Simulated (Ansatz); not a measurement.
The starting structures come from a database of crystals and need not be the phases stable at ambient conditions.

Consider the following.

```xyz
8
Lattice="6.3504 0.0000 0.0000 3.1752 6.1836 0.0357 3.1752 1.6001 5.2617" Properties=species:S:1:pos:R:3 pbc="T T T"
Sc     3.1752     0.5315     1.7545
Sc     9.5257     7.2521     3.5430
Cl     5.2176     5.8598     3.8366
Cl     7.4833     1.9239     1.4609
Cl     5.4368     4.8285     0.4453
Cl     7.2641     2.9551     4.8521
Cl     8.3969     5.3994     2.3225
Cl     4.3040     2.3843     2.9749
```

Space group of this cell: R-3. The cell was relaxed by PBE-D3(BJ).

Transport runs along the normal of the first two printed cell vectors, the (101) plane of the conventional cell.

The gap is the functional's own. No spin-orbit coupling. Mid-gap values are interpolated on the energy grid.

Problem. Estimate the band gap and the smallest decay constant κ at mid-gap that r2SCAN in Ansatz (an electronic-structure program) returns for this system.

Solution. Gap 4.12 eV on a 6×6×6 mesh; κ = 0.393 1/Å, at the zone centre.
